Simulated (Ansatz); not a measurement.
The starting structures come from a database of crystals and need not be the phases stable at ambient conditions.

```
CELL_PARAMETERS angstrom
      7.64047     0.00000     0.00000
      0.00000     7.64047     0.00000
      3.82023    -3.82023     5.40262
ATOMIC_POSITIONS crystal
  Mg 0.00000 0.00000 0.00000
  Mg 0.75000 0.75000 0.50000
  In 0.37500 0.87500 0.25000
  In 0.87500 0.37500 0.75000
  In 0.37500 0.37500 0.25000
  In 0.37500 0.37500 0.75000
  S  0.14636 0.61788 0.23576
  S  0.13212 0.13212 0.73576
  S  0.61788 0.61788 0.23576
  S  0.13212 0.60364 0.73576
  S  0.61788 0.14636 0.76424
  S  0.13212 0.13212 0.26424
  S  0.61788 0.61788 0.76424
  S  0.60364 0.13212 0.26424
```

Space group of this cell: Fd-3m, spinel. The cell is taken as given; by PBEsol its mean pressure is -1.0 GPa.

Transport runs along the normal of the first two printed cell vectors, the (001) plane of the conventional cell.

The gap is the functional's own. No spin-orbit coupling. Mid-gap values are interpolated on the energy grid.

### Question
Give the band gap and the smallest decay constant κ at mid-gap that PBEsol (Ansatz, a first-principles code) yields.

### Answer
Gap 1.72 eV on a 6×6×6 mesh; κ = 0.158 1/Å, at the zone centre.
